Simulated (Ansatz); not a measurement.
# Hypothetical rock salt GaAs, pressure series

The reference is GaAs in the rock salt structure (space group Fm-3m, No. 225; a hypothetical phase, not in the database extracts checked).

```xyz
2
Lattice="0.0000 2.6517 2.6517 2.6517 0.0000 2.6517 2.6517 2.6517 0.0000" Properties=species:S:1:pos:R:3 pbc="T T T"
As     0.0000     0.0000     0.0000
Ga     2.6517     2.6517     2.6517
```

Cell and atoms are relaxed at each pressure.

All numbers come from plane-wave PAW DFT at the PBEsol level (Ansatz, an electronic-structure program, 420 eV), without spin-orbit coupling.

```csv
pressure (GPa),volume per atom (Å³/atom)
-2,19.136
-1,18.882
0,18.646
0.7,18.491
1.5,18.323
3,18.030
5,?
7.5,17.277
10,16.923
```

Question: Fit the third-order Birch–Murnaghan form P(V) = (3B₀/2)[(V₀/V)^(7/3) − (V₀/V)^(5/3)]·[1 + (3/4)(B₀′ − 4)((V₀/V)^(2/3) − 1)] (squares taken in P) to the rows shown and predict the withheld row.

Answer: Least squares on the printed values gives V₀ = 18.647 Å³/atom, B₀ = 82.3 GPa, B₀′ = 4.6; this predicts 17.673 Å³/atom, and the run gives 17.676 Å³/atom, 0.003 higher.

Load acts through the strain it causes; cell and atoms are relaxed under it. No phonon test of stability was made. No other phases were tried under pressure. The final runs are not spin-polarised.
